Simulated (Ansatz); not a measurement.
An Ansatz (a program for electronic structure) input (Kohn–Sham DFT with the r2SCAN+rVV10 functional, run in Ansatz with PAW and 500 eV plane waves, no spin-orbit coupling):

Ansatz 0.2 input:
```yaml
crystal:
  lattice:
    - [3.1161559358, 0, 0]
    - [1.5580779679, 2.6986702026, 0]
    - [1.5580779679, -0.8995567342, 6.252551639]
  atoms:
    - { symbol: Mo, position: [0.9999907622, 0.0000046189, 0.0000138567] }
    - { symbol: S, position: [0.4994086904, 0.7502956548, 0.2508869644] }
    - { symbol: S, position: [0.8340005472, 0.5829997264, 0.7489991792] }
basis: { ecutwfc: 500, ecutrho_ratio: 4, xc_grid: 4, fft_grid_basis: typed }
kpoints: { mp_grid: { grid: [12, 12, 12] } }
hamiltonian:
  xc: r2scan
  dispersion: rvv10
  pseudopotentials: { kind: paw }
scf: { occupations: { method: fermi_dirac, width: 0.05 } }
relax: { f_tol: 0.005, max_steps: 50, cell: { stress_tol: 0.01, fix: [a, b, gamma] } }
output: { forces: true, stress: true }
checkpoint: { write: state.ck, write_every: 1000 }
```

Which symmetry and how many k-points will the program report, and about how many plane waves at Γ?

Space group R3m (ITA 160) with 6 operations, k-points 189 of 1728, and 1349 plane waves at Γ.

And the final pressure?

3.79 GPa (compression positive).

The cells carry an imposed strain or load. No phonon test of stability was made. The cell was made from MoS$_{2}$ in the 3R-MoS2 type structure (space group R3m, No. 160; layered, stacked along the Cartesian z axis) by this change: biaxial strain −1.86 %, plane normal [001], relaxed out of plane.
